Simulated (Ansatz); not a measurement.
## Several settings converged on CoPd₃ (P4mm, 4 atoms in the cell)

```yaml
crystal:
  lattice:
    - [3.83882, 0.00000, 0.00000]
    - [0.00000, 3.83882, 0.00000]
    - [0.00000, 0.00000, 3.83882]
  atoms:
    - { symbol: Co, position: [0.00000, 0.00000, 0.01303], spin: 3.0 }
    - { symbol: Pd, position: [0.00000, 0.50000, 0.50000], spin: 1.0 }
    - { symbol: Pd, position: [0.50000, 0.00000, 0.50000], spin: 1.0 }
    - { symbol: Pd, position: [0.50000, 0.50000, 0.00000], spin: 1.0 }
```
(The spins are starting values, not results.)

Base method: PBEsol, default PAW files made with PBE (plane waves; Ansatz, a quantum-chemistry and plane-wave program).

Base settings: basis.ecutwfc = 30.9 Ry; kpoints.mp_grid.grid = 5 5 5; hamiltonian.xc = pbesol; hamiltonian.pseudopotentials = {kind: paw} (the program's default PAW files); magnetization.spin_polarized = true; scf.occupations.method = fermi_dirac; scf.occupations.width = 0.0073 Ry.

The count of work is k-points × plane waves × bands × iterations; it is no time. Core times come from one kind of shared machine, to one figure; runs under 30 s give none.

**The cutoff for other potential files**

Level: DFT, PBEsol, plane waves, harder PAW files (source: ansatz) made with PBE.

In this ladder: hamiltonian.pseudopotentials = {kind: paw, source: ansatz}.

The second cell is the first with its lattice scaled by 0.98.

The mesh stays at the base's, so the ladder's end is converged at best in this setting alone.

The first pressure column holds Ansatz's estimate of the finite-basis (Pulay) stress, which hides part of the cutoff error; the other is without it.

Only quantities that move along the ladder and can be compared are tabulated.

```tsv
basis.ecutwfc	free energy less the last step's (meV/atom)	energy of the compressed cell less the first (meV/atom)	pressure (GPa)	pressure without the Pulay estimate (GPa)	largest difference of a force vector from the last step's (eV/Å)	count of work / last	core time / last (rough)
29.8 Ry	2381.83	37.48	-1.28	-155.53	0.145	0.10	–
36.4 Ry	385.54	4.25	-5.44	-34.49	0.005	0.14	–
46.3 Ry	25.27	2.47	-5.34	-7.85	0.000	0.20	–
56.2 Ry	1.88	2.43	-5.36	-5.50	0.000	0.30	0.3
66.1 Ry	0.81	2.42	-5.36	-5.38	0.000	0.38	0.4
79.4 Ry	0.59	2.42	-5.36	-5.37	0.000	0.46	0.5
99.2 Ry	0.22	2.42	-5.36	-5.37	0.000	0.65	0.6
132.3 Ry	0.00	2.42	-5.36	-5.37	0.000	1.0	1
```

Coarsest basis.ecutwfc that holds the pressure without the Pulay estimate within 1 GPa of the last step, with all finer ones: 56.2 Ry, at 0.30 of the last step's count of work and about 0.3 of the last step's time; the step before is off by 2.5 GPa.

Coarsest basis.ecutwfc that holds the pressure within 0.2 GPa of the last step, with all finer ones: 36.4 Ry, at 0.14 of the last step's count of work; the step before is off by 4.1 GPa.

Coarsest basis.ecutwfc that holds the forces within 0.01 eV/Å of the last step, with all finer ones: 36.4 Ry, at 0.14 of the last step's count of work; the step before is off by 0.15 eV/Å.

The energy difference between the two cells stays within 1 meV/atom of the last step's from 46.3 Ry on, the total only from 66.1 Ry on: much of the error is common to both cells and cancels.

At the lowest cutoff the pressure without the Pulay estimate lies 150 GPa under the last step's, the usual sign of Pulay stress in an incomplete plane-wave basis.

**The density cutoff**

The second cell is the first with its lattice scaled by 0.98.

The mesh stays at the base's, so the ladder's end is converged at best in this setting alone.

Only quantities that move along the ladder and can be compared are tabulated.

```csv
basis.ecutrho_ratio,free energy less the last step's (meV/atom),energy of the compressed cell less the first (meV/atom),pressure (GPa),largest difference of a force vector from the last step's (eV/Å)
2,-4.34,3.26,-4.96,0.008
3,-0.08,2.62,-5.32,0.000
4,0.00,2.61,-5.33,0.000
5,0.00,2.61,-5.33,0.000
6,0.00,2.61,-5.33,0.000
8,0.00,2.61,-5.33,0.000
10,0.00,2.61,-5.33,0.000
12,0.00,2.61,-5.33,0.000
16,0.00,2.61,-5.33,0.000
```

Coarsest basis.ecutrho_ratio that holds the forces within 0.005 eV/Å of the last step, with all finer ones: 3; the step before is off by 0.008 eV/Å.

Coarsest basis.ecutrho_ratio that holds the energy of the compressed cell less the first within 0.2 meV/atom of the last step, with all finer ones: 3; the step before is off by 0.65 meV/atom.

Coarsest basis.ecutrho_ratio that holds the pressure within 0.2 GPa of the last step, with all finer ones: 3; the step before is off by 0.37 GPa.

The energy difference between the two cells stays within 1 meV/atom of the last step's from 2 on, the total only from 3 on: much of the error is common to both cells and cancels.

On the base run: the starting cell comes from a database of computed structures (which also holds hypothetical and non-ambient phases and stackings), without a prior relaxation at this level. Its lattice was rescaled by up to half a per cent. One atom was moved a little off its site on purpose. The magnetic order is the one reached from the typed start; others were not searched systematically. In the base run, with a pressure of about -5 GPa the cell is away from its equilibrium volume at this level.

Keys are those of Ansatz 0.2.
